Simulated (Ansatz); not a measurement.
**Zr: stress against strain**

Zr (hcp, P6_3/mmc, 22.470 Å³/atom at rest, c along z) under a strain ε along c (axis z), the other axes held. PBEsol in Ansatz, a plane-wave DFT program (PAW, default set), 420 eV, 21×21×11 Γ-centred mesh, Fermi-Dirac smearing 0.10 eV; ions are relaxed within the symmetry of each cell. Stress is positive for a compressed cell.

Here s stands for strain and y for stress zz.

```
strain (%)  stress zz (GPa)
----------  ---------------
-3.00                     ?
-1.50                  2.69
-1.00                  1.77
-0.50                  0.87
0.00                   0.00
0.50                  -0.84
1.00                  -1.66
1.50                  -2.45
```

### Question
Fit y against s with a straight line, and predict the withheld value at s = -3.00.

### Answer
Means: s 0, y 0.054. About the means, the sum of products is -11.995 and the sum of squares of s is 7.0000; the slope is their ratio. Least squares gives y = 0.054 - 1.7136·s. Residuals (row less fit): 0.066, 0.002, -0.041, -0.054, -0.037, 0.000, 0.066; standard error 0.054 (degrees of freedom: 5). The slope gives the elastic constant C33 = 171 ± 2 GPa. At the withheld row, y = 0.054 - 1.7136 × (-3.0) = 5.195 GPa. The calculation gives 5.60 GPa, 0.405 GPa above the prediction (5.0 % of the range of y in the table). The row lies outside the fitted rows, so this is an extrapolation. From the scatter of the fitted rows alone, a prediction at this place has a standard error of 0.084 GPa, so the miss is 4.8 times that.

One order more, fitted to all 13 runs of the series, follows each within 0.01, so the miss is the next term of a smooth law. In a metal these values are sensitive to mesh and smearing; energies are taken to zero smearing, stresses follow the free energy. Rows are the converged runs of the series near zero and its far end; series whose fitted rows scatter by over a few per cent of the range, as at a crossing or softening among them, aren't shown in this form. Most that stay on the fit to the last digits aren't either.
